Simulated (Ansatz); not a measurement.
The parent structure is HfO2 in the fluorite structure (space group Fm-3m, No. 225).

```xyz
3
Lattice="0.0000 2.5219 2.5219 2.5219 0.0000 2.5219 2.5219 2.5219 0.0000" Properties=species:S:1:pos:R:3 pbc="T T T"
Hf     0.0000     0.0000     0.0000
O      1.2609     1.2609     1.2609
O      3.7828     3.7828     3.7828
```

Cartesian axes are those of the cell as printed.

All numbers come from PBEsol (Ansatz, an electronic-structure program), without spin-orbit coupling.

One thing is altered: a pure shear with ε_xy = ε_yx = 0.0200, atoms relaxed at fixed cell.

**Question.** Predict the stress tensor and what it implies for the stiffness.

**Answer.** Stress of the strained cell less that of the base (GPa, compression positive):
```
   0.22   -2.83    0.00
  -2.83    0.22    0.00
   0.00    0.00    0.19
```

Then −Δσ/γ with γ = 2ε = 0.0400 gives secant stiffness values (nonlinear terms included at this strain): C66 ≈ 71 GPa.

Stability against distortions was not tested. This is not the structure that HfO2 has at room temperature and ambient pressure.
